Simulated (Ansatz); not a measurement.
TiB2 (model structure, started from the C49 type, Cmcm, No. 63, 6 atoms in the cell)

The numbers are results of PBEsol in Ansatz (plane waves, PAW), not measurements.

Settings: plane-wave cutoff 500 eV, 14×14×14 k mesh, Fermi–Dirac smearing 0.05 eV, no spin polarisation, scalar-relativistic PAW data made under PBE.

Cell (relaxed at this level):

```
TiB2
1.0
    1.45327    -6.66613     0.00000
    1.45327     6.66613     0.00000
    0.00000     0.00000     2.93804
B Ti
4 2
Cartesian
  1.45327  -6.30209   0.73451
  1.45327   6.30209   2.20353
  1.45327   3.33736   0.73451
  1.45327  -3.33736   2.20353
  1.45327  -1.41602   0.73451
  1.45327   1.41602   2.20353
```

```yaml
band_gap: zero (no gap)
```

Note: the relaxation could raise the start's symmetry but not lower it, so the cell can be a saddle point.

Computed values are for the static lattice.

A model structure was made by putting elements into a prototype or built by hand; it is no filed structure, need not be a known phase, and can be a saddle point held by its symmetry.

Ansatz is a program for electronic structure.
